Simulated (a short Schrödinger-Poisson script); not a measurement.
System: MOS inversion layer, HfO2 on p-type Si(111), at 300 K.

From the gate side: 4.5 nm HfO2; 770 nm Si, acceptors 3.1e17 cm⁻³.

Constants are typed, rounded textbook-type inputs, not results; the design itself was drawn at random and stands for no fabricated device. HfO2: permittivity 22, conduction-band edge (eV) 1.55, gap (eV) 5.7, electron mass (mₑ) 0.2. Si: permittivity 11.7, conduction-band edge (eV) 0, gap (eV) 1.124, Nv at 300 K (cm⁻³) 3.1e19.

Channel valleys (confinement mass, in-plane density-of-states mass, number): Δ6 0.258, 0.358, 6. At the gate the conduction-band edge of layer 1 lies 1.94 eV − eVg above the Fermi level of the channel; the field vanishes at the back. Gaps are held at their typed values at every temperature. Mesh 0.03 nm at interfaces.

From a short Schrödinger-Poisson script (our own, NumPy): 1D Poisson equation in equilibrium, electrons quantum, Hartree (BenDaniel-Duke, 12 states a valley, the channel's in-plane mass for all, wave functions ending at the dielectric), parabolic valleys, classical holes, full ionisation, no traps, pinning or gate leakage.

```tsv
Vg (V)	electrons (cm⁻²)	C (μF/cm²)	Δ6 E0 (meV from the Fermi level)
0.35	4.24e9	0.188	223.6
0.4	2.39e10	0.281	178.9
0.45	1.14e11	0.634	138.4
0.5	3.68e11	1.20	107.8
0.55	7.97e11	1.63	87.5
0.6	1.34e12	1.91	73.7
0.65	1.96e12	2.08	63.4
0.7	2.63e12	2.21	55.4
0.75	3.33e12	2.31	48.8
0.8	4.07e12	2.39	43.2
0.85	4.82e12	2.45	38.4
0.9	5.59e12	2.51	34.0
0.95	6.39e12	2.56	30.1
1	7.19e12	2.60	26.6
1.05	8.01e12	2.64	23.3
1.1	8.84e12	2.67	20.2
1.15	9.68e12	2.71	17.3
```

Gate voltages with under 1e9 electrons/cm² are left out.

### Question
At Vg = 1.15 V the lowest Δ6 subband lies at 17.3 meV from the Fermi level. How many electrons does it hold, and what share of all?

### Answer
The two-dimensional density of states is g m/(πħ²) = 8.97e11 cm⁻² meV⁻¹ (both spins), kT = 25.9 meV, so n = D kT ln(1 + exp(−E/kT)) = 9.58e12 cm⁻², 0.99 of the 9.68e12 cm⁻² in all.

### Question
Compare the slope of the sheet density between 1.05 and 1.15 V with the geometric capacitance of the layers between gate and channel.

### Answer
q Δn/ΔV = 2.68 μF/cm²; ε0/Σ(t/ε) = 4.33 μF/cm². The ratio is 0.62: the channel acts as a further capacitance in series.
